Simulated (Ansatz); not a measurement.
# LaIr2 (Fd-3m, No. 227)

Method: r²SCAN (Ansatz, a first-principles code, PAW).

Settings: plane-wave cutoff 500 eV, 12×12×12 k mesh, Fermi–Dirac smearing 0.1 eV, no spin polarisation, scalar-relativistic PAW data made under PBE.

Cell (relaxed at this level):

```
Ir2La
1.0
    0.00000     3.85161     3.85161
    3.85161     0.00000     3.85161
    3.85161     3.85161     0.00000
La Ir
2 4
Direct
  0.50000   0.50000   0.50000
  0.75000   0.75000   0.75000
  0.12500   0.12500   0.12500
  0.62500   0.12500   0.12500
  0.12500   0.12500   0.62500
  0.12500   0.62500   0.12500
```

| Quantity | Result |
|---|---|
| band gap | none |

Spin–orbit coupling is not included.

Computed values are for the static lattice.

Cost on a shared machine: around 2.9 core-minutes (rough).
